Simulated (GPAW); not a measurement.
Worked example: self-consistent single point of TiAu (P1, 2 atoms in the cell) in GPAW.

Computed with PBEsol, GPAW PAW datasets PBEsol (made by gpaw-setup) (plane waves; GPAW).

```yaml
crystal:
  lattice:
    - [3.27894, 0.00000, 0.00000]
    - [0.00000, 3.27894, 0.00000]
    - [0.00000, 0.00000, 3.27894]
  atoms:
    - { symbol: Ti, position: [0.51059, 0.50454, 0.51151], spin: 1.0 }
    - { symbol: Au, position: [0.98941, 0.99546, 0.98849] }
```
(The spins are starting values, not results.)

Reference input (self-consistent single point, DFT LDA (Perdew-Wang 92), plane waves, GPAW PAW datasets LDA (gpaw-data 1.0.1)): spinpol = true; mode = pw; ecut = 800 eV; xc = LDA; kpts = 6 6 6; mesh shift (steps) = 0 0 0; occupations.name = fermi-dirac; occupations.width = 0.1 eV; nbands = -6; symmetry.symmorphic = false; symmetry.tolerance = 0.0005; maxiter = 120. This run's input differs from it in these lines:

```diff
@@ -16,3 +16,3 @@
             mode={'name': 'pw', 'ecut': 800},
-            xc='LDA',
+            xc='PBEsol',
             kpts={'size': (6, 6, 6), 'gamma': True},
```

Its files differ too (potentials: GPAW PAW datasets PBEsol (made by gpaw-setup)).

The program printed (abridged):

```
     iter     time        total  log10-change:  magmom
                         energy   eigst   dens
iter:   1 --:--:--   -13.291397                   +1.0015
iter:   2 --:--:--   -12.770774   -1.35  -1.25    +0.9557
iter:   3 --:--:--   -12.145355   -1.44  -1.31    +0.8722
iter:   4 --:--:--   -11.758693   -1.29  -1.43    +1.0469
iter:   5 --:--:--   -11.747920   -1.47  -1.75    +0.5214
iter:   6 --:--:--   -11.763104   -2.16  -2.10    +0.5326
iter:   7 --:--:--   -11.719228   -2.01  -2.11    +0.5483
iter:   8 --:--:--   -11.713414   -2.96  -2.31    +0.5439
iter:   9 --:--:--   -11.713754c  -3.83  -2.87    +0.5436
   [... lines left out ...]
iter:  13 --:--:--   -11.713946c  -4.66  -3.45    +0.5965
   [... 6 lines left out ...]
iter:  20 --:--:--   -11.714486c  -5.50  -3.50    +0.6333
iter:  21 --:--:--   -11.714499c  -5.22  -3.23    +0.6326
iter:  22 --:--:--   -11.714558c  -5.83  -3.72    +0.6334
iter:  23 --:--:--   -11.714523c  -6.16  -3.98    +0.6299
iter:  24 --:--:--   -11.714461c  -6.86  -4.24c   +0.6255
iter:  25 --:--:--   -11.714321c  -6.08  -4.29c   +0.6185
iter:  26 --:--:--   -11.714366c  -7.10  -4.05c   +0.6202
iter:  27 --:--:--   -11.714370c  -7.26  -4.40c   +0.6198
iter:  28 --:--:--   -11.714372c  -7.65c -4.56c   +0.6200
Converged after 28 iterations.

Dipole moment: (0.692976, 0.297581, 0.752816) |e|*Ang

Total magnetic moment: (0.000000, 0.000000, 0.619990)
Local magnetic moments:
   0 Ti ( 0.000000,  0.000000,  0.387759)
   1 Au ( 0.000000,  0.000000,  0.038307)

Energy contributions relative to reference atoms: (reference = -539653.403370)

Kinetic:        -15.835181
Potential:      +11.911949
External:        +0.000000
XC:              -8.000100
Entropy (-ST):   -0.092653
Local:           +0.255286
SIC:             +0.000000
--------------------------
Free energy:    -11.760698
Extrapolated:   -11.714372

Spin contamination: 0.000940 electrons
Showing only first 2 kpts
                      Up                     Down
 Kpt  Band  Eigenvalues  Occupancy  Eigenvalues  Occupancy
  0     9      4.90406    1.00000      4.93275    1.00000
   [... lines left out ...]

Fermi level: 9.15533

No gap
No difference between direct/indirect transitions
Energy (eV): -11.714372

Forces in eV/Ang:
  0 Ti   -0.15570   -0.06777   -0.16865
  1 Au    0.15536    0.06760    0.16829

Stress tensor:
     0.038437    -0.000770    -0.001930
    -0.000770     0.038092    -0.000835
    -0.001930    -0.000835     0.038509
Stress (GPa, Voigt): [ 6.1583  6.103   6.1698 -0.1338 -0.3092 -0.1234]
```

The run converged in 28 iterations. GPAW prints stress with tension positive. Against the reference run the pressure goes from -10.59 to -6.14 GPa, the largest force goes from 0.207 to 0.239 eV/Å and the size of the net moment goes from 0.00 to 0.31 μB/atom.

The starting cell comes from a database of computed structures (which also holds hypothetical and non-ambient phases and stackings), without a prior relaxation at this level. Its atoms were displaced at random from the sites of space group no. 221. With one magnetic atom in the cell only a parallel order is possible. With a pressure of about -6 GPa the cell is away from its equilibrium volume at this level.

Cost on one core of a shared machine: roughly 9 min.
